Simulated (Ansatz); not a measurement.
Base system: SnTe in the rock salt structure (space group Fm-3m, No. 225).

```
SnTe
1.0
    0.00000     3.18483     3.18483
    3.18483     0.00000     3.18483
    3.18483     3.18483     0.00000
Sn Te
1 1
Direct
  0.00000   0.00000   0.00000
  0.50000   0.50000   0.50000
```

Calculations: r2SCAN/PAW in Ansatz (a first-principles code), spin-orbit coupling left out.

Strains are applied to the cell and any free atomic positions relax.

One change was made to it. Results:

| quantity | base | after |
|---|---|---|
| band gap | 0.13 eV | zero |
| pressure | 0.0 GPa | 2.2 GPa |

Problem. Name the change that was made.
A. isotropic strain −1.00 %
B. isotropic strain −0.50 %
C. isotropic strain −1.50 %

Solution. C, isotropic strain −1.50 %. For comparison, the pressure in the other runs: isotropic strain −1.00 % gives 1.4 GPa; isotropic strain −0.50 % gives 0.68 GPa.

With Te present, leaving out spin-orbit coupling can change the band edges. Stability against distortions was not tested. The final runs are not spin-polarised. Gaps under 0.05 eV, about the width of the smearing, are given as zero. The zero or small gap of SnTe can change with the level of theory.
